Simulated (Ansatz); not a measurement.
Structure of amorphous Si26O36C8 (periodic cell):

```
CELL_PARAMETERS angstrom
      9.78973     0.68591     0.17030
      0.68591    10.57635    -0.00118
      0.17030    -0.00118    10.50588
ATOMIC_POSITIONS crystal
  Si 0.52552 0.65635 0.97966
  Si 0.41618 0.27098 0.41181
  Si 0.53297 0.06515 0.74964
  Si 0.23083 0.53760 0.69684
  Si 0.68313 0.44131 0.81836
  Si 0.51721 0.46640 0.56126
  Si 0.64128 0.88967 0.64560
  Si 0.20890 0.05794 0.97514
  Si 0.12846 0.99160 0.19877
  Si 0.44127 0.69482 0.38327
  Si 0.99912 0.88439 0.97877
  Si 0.91318 0.09462 0.39817
  Si 0.98382 0.28592 0.62559
  Si 0.04875 0.68980 0.61690
  Si 0.63453 0.09056 0.25065
  Si 0.28450 0.85868 0.87033
  Si 0.01258 0.49109 0.42107
  Si 0.25624 0.26336 0.77765
  Si 0.83768 0.84577 0.76675
  Si 0.29614 0.45489 0.29262
  Si 0.72432 0.59302 0.38085
  Si 0.27657 0.91543 0.56653
  Si 0.04226 0.90618 0.57900
  Si 0.58771 0.22501 0.99459
  Si 0.59150 0.79089 0.23161
  Si 0.35080 0.43787 0.07461
  O  0.34600 0.49921 0.58153
  O  0.04836 0.39541 0.53916
  O  0.73912 0.70630 0.28022
  O  0.95434 0.43390 0.82795
  O  0.11752 0.22215 0.70324
  O  0.30554 0.87778 0.71560
  O  0.00986 0.63403 0.47722
  O  0.92694 0.19217 0.51886
  O  0.61374 0.94086 0.23660
  O  0.94797 0.94773 0.71080
  O  0.02406 0.10760 0.27877
  O  0.85801 0.84322 0.92478
  O  0.13766 0.80150 0.90723
  O  0.99635 0.58516 0.06123
  O  0.54141 0.33281 0.47989
  O  0.93200 0.14920 0.91842
  O  0.25915 0.18594 0.91506
  O  0.41082 0.74735 0.90004
  O  0.56194 0.11649 0.89199
  O  0.33655 0.59849 0.32605
  O  0.75791 0.11070 0.34619
  O  0.67012 0.33065 0.92446
  O  0.33879 0.79785 0.47349
  O  0.12628 0.45928 0.30761
  O  0.85583 0.48305 0.37362
  O  0.91463 0.70071 0.71798
  O  0.95161 0.94974 0.45347
  O  0.58322 0.74961 0.08199
  O  0.34931 0.03898 0.50136
  O  0.45479 0.54667 0.05379
  O  0.02316 0.89404 0.13280
  O  0.64878 0.58353 0.88515
  O  0.44243 0.29843 0.05053
  O  0.48946 0.16667 0.30627
  O  0.66982 0.15136 0.11181
  O  0.58254 0.43514 0.70000
  C  0.09218 0.52673 0.00977
  C  0.39478 0.17000 0.67544
  C  0.57461 0.59470 0.47005
  C  0.01511 0.05767 0.94126
  C  0.24720 0.43238 0.82570
  C  0.36881 0.15253 0.54759
  C  0.87105 0.39292 0.76058
  C  0.20737 0.46316 0.96128
```

Calculation: PBE, scalar-relativistic without spin-orbit coupling (plane waves to 420 eV, PAW; Ansatz, an electronic-structure program). Neutral PBE cell, which sets geometry, pressure and energy: sampling: a 2×2×2 Γ-centred mesh; Fermi-Dirac width 0.02 eV; no spin polarisation.

A CHGNet melt-quench gave the starting glass, which DFT then relaxed. O atoms were pushed apart under 1.9 Å during the dynamics, to hinder bonds among them. The hot cell started wider than the set density and was brought back towards it in steps. It is the lowest in DFT energy of 2 quenches. It is a model cell: composition and starting density were chosen by hand, and all elements were melted together. No dispersion term was used. Its density started from a set value of 2.15 and ended at 2.15 g/cm³. Cooling (nominally 810 K/ps over its main leg) ran many orders faster than in experiment, which tends to leave more defects and strain. A cell of this size samples the disorder only roughly. The volume was held where the preparation left it and the shape relaxed. Cycles of charging lowered its energy after that relaxation.

Question: Give the pressure, the energy against reference phases and the spacing of the highest filled and lowest empty levels.

Answer: 
* **Pressure on a 2×2×2 Γ-centred mesh**: 0.23 GPa
* **Largest force and stress component on that mesh (the relaxation ran on the zone centre alone)**: 0.14 eV/Å and 0.7 GPa
* **Energy relative to alpha cristobalite + 6H silicon carbide (lowest mix at this level among the phases computed, not always the ambient ones)**: 0.527 eV/atom
* **Gap on a 2×2×2 Γ-centred mesh (PBE)**: within the smearing (under twice its width)

The levels at the Fermi energy are partly filled. A closed spacing in one fast-quenched cell at PBE doesn't show the material to be a metal.

Bonds are counted up to Si-Si 2.60 Å, Si-O 1.92 Å, Si-C 2.19 Å, O-O 1.58 Å, O-C 1.52 Å, C-C 1.78 Å. Two cations that share two anions don't count as bonded, nor two that share one unless they lie closer than Si-Si 2.38 Å, Si-C 2.00 Å, C-C 1.63 Å.

Ahead of the cycles of charging, a PBE run started with 1 μB on atoms that lack a bond or may hold spare charge kept moments, at no lower energy.
